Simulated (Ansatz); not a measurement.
# TiC: isotropic strain +1.33 %

Take TiC in the rock salt structure (space group Fm-3m, No. 225; a = 4.293 Å; relaxed with 0.1 eV smearing) as the base.

Perturbation: the cell is scaled by 1.0133 in all directions; the atoms relax in the strained cell.

The values are results of plane-wave PAW DFT at the PBEsol level (Ansatz, a quantum-chemistry and plane-wave program, 420 eV), no SOC, earlier PAW set, not measurements. Settings: 23×23×23 k-points, 0.1 eV Fermi–Dirac smearing.

| quantity | base | changed | shift |
|---|---|---|---|
| volume per atom | 9.89 Å³ | 10.29 Å³ | +0.40 Å³ |
| energy relative to the base (free energy F) | 0 meV/atom | +13 meV/atom | +13 meV/atom |
| pressure | 0.0 GPa | -9.8 GPa | -9.8 GPa |
| band gap | zero | zero | – |

Whether these cells are dynamically stable was not tested. The final runs are not spin-polarised.
